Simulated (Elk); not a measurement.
Elk run on Cu (Fm-3m, 1 atom in the cell): self-consistent single point.

Method of the run: PBE, all-electron FP-LAPW, Elk's shipped species files, APW+lo basis with extra local orbitals (Elk 10.2.4).

```yaml
crystal:
  lattice:
    - [0.00000, 1.81042, 1.81042]
    - [1.81042, 0.00000, 1.81042]
    - [1.81042, 1.81042, 0.00000]
  atoms:
    - { symbol: Cu, position: [0.00000, 0.00000, 0.00000] }
```

Reference input (self-consistent single point, DFT, PBE, all-electron FP-LAPW, Elk's shipped species files, APW+lo basis with extra local orbitals): xctype = 20; rgkmax = 7.5; stype = 3; swidth = 0.00367493 Ha; ngridk = 10 10 10; gmaxvr = 14 1/bohr; nxlo = 2; lorbcnd = true; lmaxi = 2. This run's input differs from it in these lines:

```diff
@@ -25,3 +25,3 @@
 swidth
-  0.00367493
+  0.00183747
 
@@ -45,3 +45,3 @@
 ngridk
-  10 10 10
+  17 17 17
```

Output (repeated stretches shortened):

```
│ Self-consistent loop started │
│ Loop number : 1 │
 total energy                :     -1644.26437788
│ Loop number : 2 │
 total energy                :     -1644.89021660
RMS change in Kohn-Sham potential (target) :   0.4623667021     (  0.1000000000E-05)
Absolute change in total energy (target)   :   0.6258387155     (  0.1000000000E-03)
│ Loop number : 3 │
 total energy                :     -1646.79021276
RMS change in Kohn-Sham potential (target) :   0.3867613400     (  0.1000000000E-05)
Absolute change in total energy (target)   :    2.056455843     (  0.1000000000E-03)
│ Loop number : 4 │
   [... lines left out ...]
Absolute change in total energy (target)   :   0.3675149978E-03 (  0.1000000000E-03)
│ Loop number : 14 │
 total energy                :     -1655.09633187
RMS change in Kohn-Sham potential (target) :   0.1617094100E-05 (  0.1000000000E-05)
Absolute change in total energy (target)   :   0.1259051714E-04 (  0.1000000000E-03)
│ Loop number : 15 │
 total energy                :     -1655.09629294
RMS change in Kohn-Sham potential (target) :   0.1338841721E-06 (  0.1000000000E-05)
Absolute change in total energy (target)   :   0.3578809060E-04 (  0.1000000000E-03)
Convergence targets achieved

│ Loop number : 16 │

Energies :
 Fermi                       :     0.246672039456
 total energy                :     -1655.09629748

Density of states at Fermi energy :    7.999897875
 (states/Hartree/unit cell)

Estimated indirect band gap :   0.5795970133E-02
 from k-point     88 to k-point     48
Estimated direct band gap   :   0.6440852859E-01
 at k-point     56

Charges :
 core                        :    12.00000000
 valence                     :    17.00000000
 interstitial                :   0.7060765269
 muffin-tins (core leakage)
  species :    1 (Cu)
   atom    1                 :    28.29392347     (  0.1652870100E-03)
 total in muffin-tins        :    28.29392347
 total calculated charge     :    28.99236943
 total charge                :    29.00000000
 error                       :   0.7630571037E-02

│ Self-consistent loop stopped │
```

The run converged in 16 iterations. The count includes the last loop, which Elk runs after its targets are met. Against the reference run the free energy goes down by 5.5 meV/atom.

The starting cell has typed, rounded lattice constants, without a prior relaxation at this level. Its lattice was rescaled by up to half a per cent. Spin polarisation is off. Values depend on the basis (sphere radii, cutoffs, local orbitals), which need not be converged. The log's line on a gap gives a spacing of levels on this mesh, which the program prints for metals too.
